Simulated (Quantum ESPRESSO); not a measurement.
## Habitual settings against a tight run: BaIrF6 (R-3, 8 atoms in the cell)

Self-consistent single point.

```yaml
crystal:
  lattice:
    - [3.70076, -2.13664, 2.39929]
    - [0.00000, 4.27327, 2.39929]
    - [-3.70076, -2.13664, 2.39929]
  atoms:
    - { symbol: Ba, position: [0.50000, 0.50000, 0.50000] }
    - { symbol: Ir, position: [0.00000, 0.00000, 0.00000], spin: 1.0 }
    - { symbol: F, position: [0.92821, 0.30446, 0.26238] }
    - { symbol: F, position: [0.07179, 0.69554, 0.73762] }
    - { symbol: F, position: [0.26238, 0.92821, 0.30446] }
    - { symbol: F, position: [0.73762, 0.07179, 0.69554] }
    - { symbol: F, position: [0.30446, 0.26238, 0.92821] }
    - { symbol: F, position: [0.69554, 0.73762, 0.07179] }
```
(The spins are starting values, not results.)

Method of the run: PBEsol, GBRV 1.5 ultrasoft (PBESOL) pseudopotentials (plane waves; Quantum ESPRESSO).

Base settings: ecutwfc = 40 Ry; ecutrho = 320 Ry; occupations = smearing; smearing = cold; degauss = 0.0036749 Ry; nspin = 2; potentials = {Ba: ba_pbesol_v1.uspp.F.UPF, Ir: ir_pbesol_v1.2.uspp.F.UPF, F: f_pbesol_v1.4.uspp.F.UPF}; K_POINTS = automatic 5 5 5 0 0 0; conv_thr = 1e-11 Ry; mixing_beta = 0.3.

Tight run (finer mesh or higher cutoff; not a proven limit): ecutwfc: 40 Ry → 56 Ry; ecutrho: 320 Ry → 448 Ry; conv_thr: 1e-11 Ry → 7.3e-11 Ry; K_POINTS: automatic 5 5 5 0 0 0 → automatic 7 7 7 0 0 0. It gave Fermi level (on the code's own zero) 6.84 eV; pressure 1.94 GPa; largest force (vector length) 0.201 eV/Å; size of the cell's spin moment 1.00 μB; site moments (μB, in the program's spheres or projections) Ba 0.00, Ir 0.48, F 0.05, F 0.05, F 0.05, F 0.05, F 0.05, F 0.05.

Quick runs, as changes from the base:
- A: the base itself
- B: ecutwfc: 40 Ry → 32 Ry; ecutrho: 320 Ry → 256 Ry; pseudopotentials: {Ba: ba_pbesol_v1.uspp.F.UPF, Ir: ir_pbesol_v1.2.uspp.F.UPF, F: f_pbesol_v1.4.uspp.F.UPF} → {Ba: ba_lda_v1.uspp.F.UPF, Ir: ir_lda_v1.2.uspp.F.UPF, F: f_lda_v1.4.uspp.F.UPF}; K_POINTS: automatic 5 5 5 0 0 0 → automatic 2 2 2 0 0 0 [LDA (PZ)]
- C: ecutwfc: 40 Ry → 20 Ry; ecutrho: 320 Ry → 160 Ry; conv_thr: 1e-11 Ry → 7.3e-06 Ry; pseudopotentials: {Ba: ba_pbesol_v1.uspp.F.UPF, Ir: ir_pbesol_v1.2.uspp.F.UPF, F: f_pbesol_v1.4.uspp.F.UPF} → {Ba: ba_lda_v1.uspp.F.UPF, Ir: ir_lda_v1.2.uspp.F.UPF, F: f_lda_v1.4.uspp.F.UPF}; K_POINTS: automatic 5 5 5 0 0 0 → automatic 4 4 4 0 0 0 [LDA (PZ)]

Dashes: pressure of C, not trusted under this conv_thr with d or f elements.

† marks runs with another functional, U, potentials or spin treatment: their distance from the tight run is not a convergence error alone.

The count of work is k-points × plane waves × bands × iterations; it is no time. Core times come from one kind of shared machine and are given to one figure; runs under 30 s give none.

The starting cell comes from a database of computed structures (which also holds hypothetical and non-ambient phases and stackings), without a prior relaxation at this level. Its lattice was rescaled by a random factor within 2.5 % of one. With one magnetic atom in the cell only a parallel order is possible.

| run | pressure less tight (GPa) | largest miss in a force vector (eV/Å) | count of work / tight | core time / tight (rough) |
|---|---|---|---|---|
| A | -0.46 | 0.001 | 0.26 | 0.3 |
| B† | -12.26 | 0.238 | 0.029 | 0.1 |
| C† | – | 0.755 | 0.025 | 0.05 |

Left out of this page: 3 runs of the series outside the window shown, repeating another row's setting, or not comparable.
